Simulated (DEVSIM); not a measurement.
Pd/Si3N4/p-In0.53Ga0.47As capacitor

System: Pd/Si3N4/p-In0.53Ga0.47As capacitor, at 300 K.

```tsv
layer (left to right)	material	thickness (nm)	Na (cm⁻³)
1	Si3N4	2.50	-
2	In0.53Ga0.47As	460	1.5e18
```

Metal gate on the left, work function 5.2 eV. Fixed charge at the semiconductor interface 0 cm⁻² (in units of +e); interface traps 3e11 cm⁻² eV⁻¹, uniform in energy, neutral level at 0.5 of the gap above the valence band.

Constants are typed, rounded textbook-type inputs, not results; the design itself was drawn at random and stands for no fabricated device. Values at 300 K.

```
parameter      Si3N4  In0.53Ga0.47As
-------------  -----  --------------
gap (eV)         5.1            0.74
affinity (eV)    2.1            4.51
permittivity     7.5            13.9
Nc (cm⁻³)          -          2.1e17
Nv (cm⁻³)          -          7.7e18
```

DEVSIM, 1D Poisson equation in equilibrium, Boltzmann statistics, complete ionisation; no quantum confinement or tunnelling. Metal contacts follow the ideal Schottky-Mott rule: no Fermi-level pinning, no interface dipoles.

The flat-band voltage is -0.01 V, the minimum of the low-frequency capacitance comes out as 0.456 μF/cm² and the capacitance of the dielectric stack comes out as 2.66 μF/cm².
